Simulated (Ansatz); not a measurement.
## TiB2: pressure series

Start from TiB₂ (space group P6/mmm, No. 191).

```cif
data_B2Ti
_chemical_formula_sum 'Ti1 B2'
_space_group_name_H-M_alt 'P6/mmm'
_space_group_IT_number 191
_space_group_name_Hall '-P 6 2'
_cell_length_a 3.02488
_cell_length_b 3.02488
_cell_length_c 3.22383
_cell_angle_alpha 90.000
_cell_angle_beta 90.000
_cell_angle_gamma 120.000
loop_
_atom_site_label
_atom_site_type_symbol
_atom_site_symmetry_multiplicity
_atom_site_Wyckoff_symbol
_atom_site_fract_x
_atom_site_fract_y
_atom_site_fract_z
_atom_site_occupancy
Ti1 Ti 1 a 0.00000 0.00000 0.00000 1
B1 B 2 d 0.33333 0.66667 0.50000 1
```

Cell and atoms are relaxed at each pressure.

The values are results of r2SCAN (Ansatz, a program for electronic structure, PAW, scalar-relativistic without spin-orbit coupling), earlier PAW set, not measurements.

Notes on the quantities. enthalpy: H = E + PV relative to the base's energy.

| change | enthalpy | shortest interatomic distance |
|---|---|---|
| base | – | 1.746 Å |
| pressure −2 GPa | -0.11 eV/atom | 1.750 Å |
| pressure −1 GPa | -0.05 eV/atom | 1.748 Å |
| pressure 1.8 GPa | +0.10 eV/atom | 1.743 Å |
| pressure 4.2 GPa | +0.22 eV/atom | 1.738 Å |
| pressure 9 GPa | +0.47 eV/atom | 1.730 Å |
| pressure 18 GPa | +0.93 eV/atom | 1.715 Å |
| pressure 30 GPa | +1.52 eV/atom | 1.698 Å |
| pressure 45 GPa | +2.23 eV/atom | 1.679 Å |
| pressure 60 GPa | +2.91 eV/atom | 1.663 Å |

Load acts through the strain it causes; cell and atoms are relaxed under it. Whether these cells are dynamically stable was not tested. Competing high-pressure phases were not computed. The final runs are not spin-polarised.
